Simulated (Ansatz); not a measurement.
Input and output of a self-consistent single point for Nb3Sn (Pm-3n, 8 atoms in the cell) (Ansatz, a quantum-chemistry and plane-wave program).

Method of the run: RPBE, default PAW files made with PBE (plane waves; Ansatz).

```xyz
8
Lattice="5.2442 0.0000 0.0000 0.0000 5.2442 0.0000 0.0000 0.0000 5.2442" Properties=species:S:1:pos:R:3 pbc="T T T"
Nb     1.3110     0.0000     2.6221
Nb     3.9331     0.0000     2.6221
Nb     2.6221     3.9331     0.0000
Nb     2.6221     1.3110     0.0000
Nb     0.0000     2.6221     3.9331
Nb     0.0000     2.6221     1.3110
Sn     0.0000     0.0000     0.0000
Sn     2.6221     2.6221     2.6221
```

Reference input (self-consistent single point, DFT, LDA (PW92), plane waves, default PAW files made with PBE): basis.ecutwfc = 420 eV; kpoints.mp_grid.grid = 4 4 4; kpoints.mp_grid.shift = 0.5 0.5 0.5; hamiltonian.xc = lda; hamiltonian.pseudopotentials = {kind: paw} (the program's default PAW files); scf.occupations.method = cold; scf.occupations.width = 0.2 eV. This run's input differs from it in these lines:

Ansatz 0.2 input:
```diff
@@ -19,3 +19,3 @@
 hamiltonian:
-  xc: lda
+  xc: rpbe
   pseudopotentials: { kind: paw }
```

The program printed (abridged):

```
SCF iter   1: F=—  HF=-39421.625213 eV  |F-HF|=—  |Δ(HF+E_count)|=         —  Δρ=4.88e-3  dr2=2.16e-2  ethr=1.77e-3  ⟨swp⟩=5.2  Hψ=852  notcnv=0
all-band conjugate gradients solve this SCF's bands
preconditioner: auto → Kerker (q_TF=auto, 2.592 Å⁻¹)
SCF iter   2: F=—  HF=-39421.622991 eV  |F-HF|=—  |Δ(HF+E_count)|=   2.22e-3  S|Δr|=    0.00e0  Δρ=2.74e-3  dr2=7.41e-3  ethr=2.03e-5  ⟨swp⟩=2.8  Hψ=462  notcnv=0
SCF iter   3: F=—  HF=-39421.621461 eV  |F-HF|=—  |Δ(HF+E_count)|=   1.53e-3  S|Δr|=    0.00e0  Δρ=4.12e-4  dr2=2.02e-4  ethr=6.99e-6  ⟨swp⟩=2.8  Hψ=422  notcnv=0
SCF iter   4: F=—  HF=-39421.621423 eV  |F-HF|=—  |Δ(HF+E_count)|=   3.75e-5  S|Δr|=    0.00e0  Δρ=1.19e-4  dr2=1.76e-5  ethr=1.91e-7  ⟨swp⟩=2.5  Hψ=346  notcnv=0
SCF iter   5: F=—  HF=-39421.621585 eV  |F-HF|=—  |Δ(HF+E_count)|=   1.62e-4  S|Δr|=    0.00e0  Δρ=2.54e-5  dr2=7.58e-7  ethr=1.66e-8  ⟨swp⟩=2.0  Hψ=324  notcnv=0
SCF iter   6: F=-39421.621585 eV  HF=-39421.621585 eV  |F-HF|=3.62e-9  |Δ(HF+E_count)|=   5.82e-8  S|Δr|=    0.00e0  Δρ=4.36e-6  dr2=1.35e-8  ethr=9.43e-11  ⟨swp⟩=10.0  Hψ=990  notcnv=0
SCF 1 converged in 6 iterations: F = -39421.621585 eV  dr2 = 1.35e-8
Stability not checked (fill_not_monotonic)
Free energy (F): -39421.621585 eV
Internal energy: -39421.613511 eV  (E = F + TS)
E sigma→0 (E₀):  -39421.618894 eV
Entropy (-TS):   -0.008074 eV (-1.009 meV/atom)
Fermi energy:    17.790499 eV
--- Forces (eV/Å), atoms counted from 1 ---
  atom   1  Nb     0.00000000     0.00000000     0.00000000
   [... zero for the other atoms too ...]
--- Stress (GPa, compression-positive) ---
       10.644102       0.000000      -0.000000
        0.000000      10.644102       0.000000
        0.000000       0.000000      10.644102
  P = ⅓ Tr σ = 10.6441 GPa (106.441 kbar)
  The stress holds the Pulay correction. Without it, at fixed plane waves, as pw.x and ABINIT print it: P = 10.5851 GPa
```

The run converged in 6 iterations. Against the reference run the pressure goes from -2.26 to 10.64 GPa.

The starting cell comes from a database of computed structures (which also holds hypothetical and non-ambient phases and stackings), without a prior relaxation at this level. Its lattice was rescaled by a random factor within 2.5 % of one. Spin polarisation is off. With a pressure of about 11 GPa the cell is away from its equilibrium volume at this level. Ansatz's pressure includes its estimate of the finite-basis (Pulay) stress.
